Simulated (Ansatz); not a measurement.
Base system: SiO$_{2}$ (space group P3_221, No. 154; a = 5.022 Å, c = 5.510 Å). Axes: x lies along a and z along c of the hexagonal cell.

Calculations: PBE, PAW, 420 eV (Ansatz, a program for electronic structure; scalar-relativistic without spin-orbit coupling).

Perturbation: uniaxial strain ε_xx = −1.50 %, all other strain components held at zero; the atoms relax in the strained cell.

Task: Predict the stress tensor and what it implies for the stiffness.

Result: Stress of the strained cell less that of the base (GPa, compression positive):
```
   1.21    0.00    0.00
   0.00    0.00   -0.26
   0.00   -0.26    0.11
```

Then −Δσ_ii/ε with ε = -0.0150 gives secant stiffness values (nonlinear terms included at this strain): C11 ≈ 81 GPa.

Whether these cells are dynamically stable was not tested.
